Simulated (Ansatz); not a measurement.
Dopant-vacancy pairs in bcc W: the barrier for the dopant to change places with the neighbouring vacancy. Calculation: PBE, PAW (plane waves to 420 eV; Ansatz, a first-principles code). Climbing-image NEB, static nuclei, no finite-size correction; this step alone does not carry the dopant far.

```csv
Dopant,Hop (Å),Neighbours at the saddle,Cell,Barrier (eV)
"Mg, pair charge 0",2.31,"4 W at 2.72, 2 W at 2.74, 4 W at 3.41, 2 W at 3.41 Å","36 sites, 3×3×5 shifted, single points at the geometries of a band on a coarser mesh",0.55
"Nb, pair charge 0",2.56,"2 W at 2.70, W at 2.72, 2 W at 2.75, W at 2.78, W at 3.29, 2 W at 3.30 Å","36 sites, 3×3×5 shifted, single points at the geometries of a band on a coarser mesh",1.15
"Pt, pair charge 0",2.36,"4 W at 2.69, 2 W at 2.71, 3 W at 3.39, 3 W at 3.40 Å","36 sites, 3×3×5 shifted, single points at the geometries of a band on a coarser mesh",0.86
"Sn, pair charge 0",2.10,"4 W at 2.73, 2 W at 2.74, 6 W at 3.44 Å","36 sites, 3×3×5 shifted, single points at the geometries of a band on a coarser mesh",0.42
"Ta, pair charge 0",2.56,"4 W at 2.72, 2 W at 2.75, 2 W at 3.41, 4 W at 3.43 Å","36 sites, 3×3×5 shifted, single points at the geometries of a band on a coarser mesh",?
"Ti, pair charge 0",2.56,"4 W at 2.70, 2 W at 2.73, 2 W at 3.41, 4 W at 3.42 Å","36 sites, 3×3×5 shifted, single points at the geometries of a band on a coarser mesh",1.01
```

Q: Fill in the missing entries.

A: 
- Ta, pair charge 0, Barrier (eV): 1.31
